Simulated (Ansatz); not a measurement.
**Response to strain and stress in WC**

The reference is WC (space group P-6m2, No. 187; relaxed with 0.1 eV smearing).

```yaml
crystal:
  lattice:
    - [2.91268, 0.00000, 0.00000]
    - [-1.45634, 2.52245, 0.00000]
    - [0.00000, 0.00000, 2.83536]
  atoms:
    - { symbol: W, position: [0.00000, 0.00000, 0.00000] }
    - { symbol: C, position: [0.66667, 0.33333, 0.50000] }
```

Cartesian axes are those of the cell as printed.

Strains are applied to the cell and any free atomic positions relax; under stress the whole cell relaxes.

All numbers come from Ansatz (a first-principles code) r2SCAN, spin-orbit coupling left out.

Candidates:
(a) uniaxial stress, 2 GPa tension along x
(b) isotropic strain −0.52 %
(c) uniaxial strain ε_xx = +2.72 %
(d) isotropic strain +5.47 %
(e) uniaxial strain ε_xx = +5.48 %

Notes on the quantities. energy relative to the base: free energy F.

Question: Order them by energy relative to the base, lowest first.

Answer: (a) uniaxial stress, 2 GPa tension along x (+0.2 meV/atom), (b) isotropic strain −0.52 % (+3.3 meV/atom), (c) uniaxial strain ε_xx = +2.72 % (+17 meV/atom), (e) uniaxial strain ε_xx = +5.48 % (+63 meV/atom), (d) isotropic strain +5.47 % (+0.298 eV/atom)

Stability under load was not tested beyond the relaxation. All final runs are without spin polarisation.
